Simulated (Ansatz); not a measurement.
Data:

```
CELL_PARAMETERS angstrom
      2.96222    -2.53816     0.00000
      2.96222     2.53816     0.00000
     -2.64989     0.00000     5.10193
ATOMIC_POSITIONS crystal
  Ta 0.23182 0.15082 0.29328
  Ta 0.84918 0.76818 0.70672
  O  0.63291 0.22350 0.65112
  O  0.77650 0.36709 0.34888
  O  0.24198 0.11273 0.95627
  O  0.88727 0.75802 0.04373
  O  0.27134 0.72866 0.50000
```

No spin polarisation.

0.230 holes added to each cell, a density of 3.0×10^21 cm⁻³, with a uniform compensating background at fixed cell and a 300 K Fermi–Dirac width.

Calculations: DFT with PBEsol, PAW potentials and a 420 eV plane-wave cutoff in Ansatz (an electronic-structure program), no spin-orbit coupling. Settings: 13×13×9 k-points, 0.0259 eV Fermi–Dirac smearing.

Task: Predict the Fermi level relative to the doped band's edge (positive inside the band; to 0.05 eV).

Result: +0.20 eV.

Task: Predict the gap between the host's bands.

Result: 2.47 eV.

Carriers are added with a uniform compensating background; total energy and stress of such cells depend on the potential's zero and are not compared; many-body gap narrowing is missing at this level. With Ta present, leaving out spin-orbit coupling can change the band edges. No phonon test of stability was made. The cell was made from Ta₂O₅ (space group C2, No. 5; a cell from a computed database, its experimental status unchecked) by this change: holes 3.0×10^21 cm⁻³.
